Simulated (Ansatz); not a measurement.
# SnS2: point defects

The reference is a 24-atom supercell of SnS$_{2}$ in the CdI2 type structure (space group P-3m1, No. 164; layered, stacked along the Cartesian z axis) at its relaxed geometry.

```
CELL_PARAMETERS angstrom
      7.33879     0.00000    -5.80621
     -3.66939     6.35558     0.00000
      7.33879     0.00000     5.80621
ATOMIC_POSITIONS crystal
  Sn 0.00000 0.00000 0.00000
  Sn 0.00000 0.50000 0.00000
  Sn 0.25000 0.00000 0.25000
  Sn 0.25000 0.50000 0.25000
  Sn 0.50000 0.00000 0.50000
  Sn 0.50000 0.50000 0.50000
  Sn 0.75000 0.00000 0.75000
  Sn 0.75000 0.50000 0.75000
  S  0.95603 0.33333 0.21063
  S  0.95603 0.83333 0.21063
  S  0.20603 0.33333 0.46063
  S  0.20603 0.83333 0.46063
  S  0.45603 0.33333 0.71063
  S  0.45603 0.83333 0.71063
  S  0.70603 0.33333 0.96063
  S  0.70603 0.83333 0.96063
  S  0.79397 0.16667 0.53937
  S  0.79397 0.66667 0.53937
  S  0.04397 0.16667 0.78937
  S  0.04397 0.66667 0.78937
  S  0.29397 0.16667 0.03937
  S  0.29397 0.66667 0.03937
  S  0.54397 0.16667 0.28937
  S  0.54397 0.66667 0.28937
```

One neutral defect a cell, atoms relaxed at fixed cell.

Level of theory: Ansatz (a quantum-chemistry and plane-wave program), PBE-D3(BJ), PAW, cutoff 420 eV, spin-orbit coupling left out.

| case | largest displacement of a host atom from its site in the perfect cell | gap of the supercell | total moment of the cell |
|---|---|---|---|
| perfect supercell | – | 1.26 eV | – |
| S on a Sn site (antisite) | [?] | [?] | 0.0 μB |
| Sn vacancy, symmetric start | 0.14 Å | zero | 4.0 μB |
| Sn on a S site (antisite), symmetric start | 0.13 Å | zero | 0.0 μB |

### Question
Some entries are withheld; estimate them.

### Answer

- S on a Sn site (antisite), largest displacement of a host atom from its site in the perfect cell: 0.12 Å
- S on a Sn site (antisite), gap of the supercell: 1.24 eV

Other magnetic orders, which the real material may have, were not ruled out. In so small a cell the defect repeats every few ångströms: this is an ordered compound, not a dilute defect. The mesh was chosen for an insulator and is coarse for the gapless case. Defects with a symmetric start kept the site's symmetry and may sit on a saddle; the others started slightly shaken. Starting moments died away, wholly or in part, for S on a Sn site (antisite) and Sn on a S site (antisite); another magnetic solution may exist.
